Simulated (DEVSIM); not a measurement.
Structure: illuminated Si n-on-p cell, one wavelength, with a back-surface field, at 400 K.

Layer 1 from the left is Si, thickness (μm) 0.180, Nd (cm⁻³) 7.1e17, τn (s) 3.9e-5, τp (s) 2.5e-5, absorption coefficient (cm⁻¹) 13000. Layer 2 from the left is Si, thickness (μm) 22.0, Na (cm⁻³) 1.4e16, τn (s) 0.00065, τp (s) 0.00065, absorption coefficient (cm⁻¹) 13000. Layer 3 from the left is Si, thickness (μm) 0.350, Na (cm⁻³) 2.6e18, τn (s) 0.00065, τp (s) 0.00065, absorption coefficient (cm⁻¹) 13000.

Left contact: ohmic, minority hole recombination velocity 2e6 cm/s. Right contact: ohmic, minority electron recombination velocity 8e6 cm/s. Voltage is applied to the left contact. Recombination: SRH at mid-gap, radiative, Auger. Light enters at the left, 1.2e17 photons cm⁻² s⁻¹, one pass, no reflection. Mobility is constant in doping.

This is a model device: material constants are rounded textbook-type values typed into the input, and sizes, dopings and lifetimes were drawn at random. Values at 300 K; Nc and Nv go as T^1.5, mobilities as T to minus their exponent, the gap by Varshni's rule with the affinity fixed.

Si: gap (eV) 1.124, affinity (eV) 4.05, permittivity 11.7, Nc (cm⁻³) 2.86e19, Nv (cm⁻³) 3.1e19, μn (cm²/Vs) 1417, μp (cm²/Vs) 470, T exponent of μn 2.3, T exponent of μp 2.2, B (cm³/s) 4.7e-15, Cn (cm⁶/s) 2.8e-31, Cp (cm⁶/s) 9.9e-32, Varshni α (eV/K) 0.000473, Varshni β (K) 636.

Simulated with DEVSIM: 1D drift-diffusion, Boltzmann statistics, complete ionisation; no tunnelling, impact ionisation, image-force lowering or self-heating.

Dark forward current:

```tsv
|V| (V)	|J| (A/cm²)
0.05	1.263e-5
0.10	6.644e-5
0.15	0.0002958
0.20	0.001273
0.25	0.005436
0.30	0.02315
0.35	0.09814
0.40	0.4097
0.45	1.623
0.50	5.699
0.55	17.18
0.60	45.40
0.65	106.4
0.70	221.1
0.75	411.4
0.80	696.3
0.85	1091
0.90	1608
0.95	2256
```

Work out the local ideality factor n = ΔV / (kT/q · ln(J2/J1)) between the rows 0.15 and 0.20 V, 0.90 and 0.95 V.

kT/q = 34.47 mV. From 0.15 to 0.20 V: ln(0.001273/0.0002958) = 1.459, n = 0.99, near the 1 of diffusion or emission over a barrier. From 0.90 to 0.95 V: ln(2256/1608) = 0.339, n = 4.28.

What current could the absorbed light give at most, and what share is collected?

Σ αd = 29.3, so qΦ(1 − exp(−Σ αd)) = 19.2 mA/cm². The simulated short-circuit current is 17.50 mA/cm², a share of 0.91.

Estimate the open-circuit voltage by superposition: the voltage at which the dark current equals that short-circuit current.

Interpolating ln J in the table gives 0.290 V. The simulation gives 0.290 V, the same within the digits that matter. Superposition holds where collection doesn't change with voltage.

Estimate the fill factor from FF0 = (v − ln(v + 0.72))/(v + 1), v = qVoc/(nkT), with n from the dark curve.

The rows about Voc, 0.25 and 0.30 V, give n = 1.00, so v = 8.40 and FF0 = 0.659. The simulation gives 0.659, the same within the digits that matter.
